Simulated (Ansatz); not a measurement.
B20 (FeSi-type) CoSi was calculated with LDA in Ansatz (PAW).

Settings: plane-wave cutoff 520 eV, 12×12×12 k mesh, Fermi–Dirac smearing 0.05 eV, no spin polarisation, scalar-relativistic PAW data made under PBE.

Shape and atoms are relaxed at each volume.

Pressure at four volumes; x = ln(V/10.292 Å³). One pressure is withheld.

| V (Å³/atom) | x | P (GPa) |
|---|---|---|
| 9.880 | -0.0409 | ? |
| 10.086 | -0.0202 | 5.40 |
| 10.292 | 0.0000 | 0.01 |
| 10.703 | 0.0392 | -9.07 |

**Question.** Pass a parabola P(x) through the three rows shown, estimate the bulk modulus and its pressure derivative near zero pressure, and predict the withheld pressure.

**Answer.** Slopes between the rows: (0.01 − (5.40))/(0.0000 − (-0.0202)) = -266.83 and (-9.07 − (0.01))/(0.0392 − (0.0000)) = -231.63 GPa. Their difference over the span 0.0594 is c = 35.20/0.0594 = 592.6 GPa, so P(x) = 5.40 + (-266.83)(x − (-0.0202)) + 592.6 (x − (-0.0202))(x − (0.0000)). At the middle row B = −dP/dx = −[-266.83 + 592.6 × 0.0202] = 254.9 GPa, and B′ = dB/dP = 2c/B = 4.6. At x = -0.0409 the parabola gives 11.43 GPa; the run gives 11.45 GPa. The Birch–Murnaghan fit to the energies at all volumes has B0 = 254 GPa and B′ = 4.8.

Measured, for comparison: bulk modulus 207 GPa (temperature not stated, no zero-point or thermal correction; as tabulated in Electronic Structure of B20 (FeSi-Type) Transition-Metal Monosilicides …). Computed less measured: bulk modulus +23 %.

Ansatz is an electronic-structure program.
